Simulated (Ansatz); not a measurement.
The complex Ga vacancy + O vacancy in beta Ga2O3 (the Ga(1) site; O(1) 1.86 Å away) and its isolated parts, with the Fermi level 1.00 eV above the valence-band maximum, each in its stable bound charge state.

Method: PBE, PAW (plane waves to 420 eV; Ansatz, a quantum-chemistry and plane-wave program). Details: 120-site cell; 2×2×2 shifted k-points; host gap 2.01 eV; charged states image-corrected; finite-size errors of tenths of an eV; flagged in the runs: for some of the defects a host whose relaxation on this sampling wasn't shown to rest.

```tsv
defect	charge	E_f, elements as references (eV)
Ga vacancy [the Ga(1) site]	−2	8.48
O vacancy [the O(3) site]	+2	2.65
```

Task: Is the complex bound, by how much, and in which charge state?

Result: The complex has charge −1 and E_f = 8.48 eV: 8.48 + 2.65 − (8.48) = 2.65 eV, bound. The charge changes by −1 on pairing, so the value moves with the Fermi level.
